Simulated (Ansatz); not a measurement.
For CsCl-type NiAl, rVV10 (Ansatz, an electronic-structure program, plane waves, PAW) gives:

```
Property                                Result
------------------------------  --------------
equilibrium lattice constant a         2.899 Å
formation enthalpy              -0.648 eV/atom
```

Question: What does r²SCAN in Ansatz (PAW) give for the same quantities?

Answer: 
- lattice constant a: 2.863 Å (shrinks by 1.2 %)
- formation enthalpy: -0.676 eV/atom (moves by -0.028 eV/atom)

For comparison: lattice constant a 2.882 Å (measured, extrapolated to 0 K, zero-point anharmonic expansion removed (Haas, Tran, Blaha 2009); as tabulated in Levämäki et al. (2014), arXiv:1402.3671); formation enthalpy -0.640 ± 0.01 eV/atom (measured, 298 K, copied from a table, unchecked, no zero-point or thermal correction; as tabulated in Wang et al. (2021), doi:10.1038/s41598-021-94550-5).

Changes are worked out from the printed values.

Unless a cell is named, each level is at its own relaxed cell (rVV10 12.18, r²SCAN 11.74 Å³/atom).

The crystal itself was run without spin with rVV10, r²SCAN.

Ansatz's density-functional and Hartree–Fock values are scalar-relativistic unless marked +SOC, with PAW data made under PBE.
